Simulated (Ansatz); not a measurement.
# A computed series for ZnSe: alloy series

Consider ZnSe in the zinc blende structure (space group F-43m, No. 216).

```
ZnSe
1.0
    0.00000     2.81676     2.81676
    2.81676     0.00000     2.81676
    2.81676     2.81676     0.00000
Se Zn
1 1
Direct
  0.75000   0.75000   0.75000
  0.00000   0.00000   0.00000
```

The other end (x = 1) is CdSe in the zinc blende structure (space group F-43m, No. 216): 28.12 Å³/atom, gap 0.48 eV.

Cd replaces a fraction x of Zn; each row is one arrangement (x, atoms in the cell, starting space group or random), fully relaxed.

Levels (all Ansatz, an electronic-structure program, PAW): PBEsol (420 eV, scalar-relativistic without spin-orbit coupling); r2SCAN (500 eV, without spin-orbit coupling); HSE06 (420 eV, spin-orbit coupling left out).

Band gaps by level, all at the geometries relaxed with PBEsol:

| case | PBEsol | r2SCAN | HSE06 |
|---|---|---|---|
| base | 1.24 eV | 1.94 eV | 2.50 eV |
| x(Cd) = 0.25, 8 atoms, Pmm2 | 0.94 eV | 1.61 eV | 2.13 eV |
| x(Cd) = 0.333, 6 atoms, Imm2 | 0.87 eV | 1.53 eV | 2.05 eV |

Single points use the geometry relaxed with PBEsol. These are small ordered cells, not random alloys; other orderings at the same x differ. Stability against distortions was not tested.
